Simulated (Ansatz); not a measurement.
Take TiPt$_{3}$ in the Cu3Au type structure (space group Pm-3m, No. 221; a = 3.948 Å; relaxed with 0.1 eV smearing) as the base.

Computed with Ansatz (an electronic-structure program), PBE, PAW, cutoff 420 eV, no SOC.

Base values:

| Quantity | Value |
|---|---|
| Pressure | 0.0 GPa |
| Band gap | zero |

It is then changed as follows: every lattice vector is stretched by 2.40 %, atoms relaxed at fixed cell.

**Question.** How does this affect the pressure, energy relative to the base and band gap?

**Answer.** The pressure goes from zero to -14.0 GPa; the energy rises by 53 meV/atom; the band gap remains zero.

The cells carry an imposed strain or load. Stability against distortions was not tested. The final runs are not spin-polarised.
